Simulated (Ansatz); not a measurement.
**BAs: pressure series**

Take BAs in the zinc blende structure (space group F-43m, No. 216; a = 4.768 Å) as the base.

Cell and atoms are relaxed at each pressure.

All numbers come from PBEsol/PAW in Ansatz (a quantum-chemistry and plane-wave program), without spin-orbit coupling.

Candidates:
(a) pressure 0.9 GPa
(b) pressure 4.5 GPa
(c) pressure 22.5 GPa
(d) pressure 30 GPa
(e) pressure 2.1 GPa

Before the change:

The width of the top valence band is 5.27 eV.

Task: Order them by width of the top valence band, lowest first.

Result: (a) pressure 0.9 GPa (5.31 eV), (e) pressure 2.1 GPa (5.36 eV), (b) pressure 4.5 GPa (5.45 eV), (c) pressure 22.5 GPa (6.05 eV), (d) pressure 30 GPa (6.26 eV)

The levels and masses belong to the bands next to the band gap. Load acts through the strain it causes; cell and atoms are relaxed under it. Stability against distortions was not tested. No other phases were tried under pressure.
